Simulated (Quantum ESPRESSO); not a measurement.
**Relaxation of cell and atoms of CsH₃O₂ (Amm2, 6 atoms in the cell) at several settings**

```
CELL_PARAMETERS angstrom
      4.31526     0.00000     0.00000
      0.00000     2.24645     4.08512
      0.00000    -2.24645     4.08512
ATOMIC_POSITIONS crystal
  Cs 0.00000 0.98533 0.98533
  H  0.50000 0.55847 0.55847
  H  0.50000 0.07118 0.45270
  H  0.50000 0.45270 0.07118
  O  0.50000 0.67951 0.67951
  O  0.50000 0.33406 0.33406
```

Base: LDA (PZ), GBRV 1.5 ultrasoft (LDA) pseudopotentials run with Quantum ESPRESSO 7.5. Its settings: ecutwfc = 40 Ry; ecutrho = 200 Ry; occupations = smearing; smearing = gaussian; degauss = 0.0036749 Ry; potentials = {Cs: cs_lda_v1.uspp.F.UPF, H: h_lda_v1.4.uspp.F.UPF, O: o_lda_v1.2.uspp.F.UPF}; K_POINTS = automatic 4 4 4 0 0 0; conv_thr = 1e-09 Ry; mixing_beta = 0.7. Starting volume 13.20 Å³ per atom.

Each line gives the change from the base single point and the result:

- calculation: scf → vc-relax; tprnfor: true → default; tstress: true → default; ecutwfc: 40 Ry → 56 Ry; ecutrho: 200 Ry → 280 Ry: pressure -0.07 GPa; largest force (vector length) 0.009 eV/Å; final cell a = 4.120 Å, b = 4.376 Å, c = 4.376 Å, α = 58.66°, β = 90.00°, γ = 90.00°; final volume per atom 11.23 Å³; relaxation steps 22; free energy against the base single point -34.9 meV/atom.
- calculation: scf → vc-relax; tprnfor: true → default; tstress: true → default: pressure 0.02 GPa; largest force (vector length) 0.010 eV/Å; final cell a = 4.1199 Å, b = 4.3728 Å, c = 4.3728 Å, α = 58.72°, β = 90.00°, γ = 90.00°; final volume per atom 11.22 Å³; relaxation steps 21; free energy against the base single point -31.6 meV/atom.

The starting cell comes from a database of computed structures (which also holds hypothetical and non-ambient phases and stackings), without a prior relaxation at this level. Its lattice was rescaled by a random factor within 2.5 % of one.

Left out of this page: 1 run of the series held back from this collection.
